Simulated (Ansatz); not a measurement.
Consider the following.

End structure of a constructed model of the (0001) surface of hcp Ti, a pseudomorphic layer of W in the other hollow (bottom of the slab: a bare face, its two planes held):

```xyz
7
Lattice="2.9386 0.0000 0.0000 -1.4693 2.5449 0.0000 0.0000 0.0000 31.0000" Properties=species:S:1:pos:R:3 pbc="T T T"
Ti     1.4693     0.8483     8.2471
Ti     0.0000     1.6966    10.5729
Ti     1.4693     0.8483    12.9305
Ti     0.0000     1.6966    15.2347
Ti     1.4693     0.8483    17.6056
Ti     0.0000     1.6966    19.9103
W      0.0000     0.0000    22.1925
```

Model: 7-atom slab, 14.5 Å thick at the start, 15x15x1 mesh, Fermi-Dirac 0.1 eV, dipole correction, 2 atoms held, the rest relaxed; symmetry of the start imposed; no spin, no spin-orbit, no U. In PBE it is, or lies within 0.01 eV a 1x1 cell of, the lowest of the 2 structures of its composition computed so far; larger cells were not tried.

Question: Predict the work function of the top face from Ansatz (a quantum-chemistry and plane-wave program) with PBE.

Answer: 4.98 eV
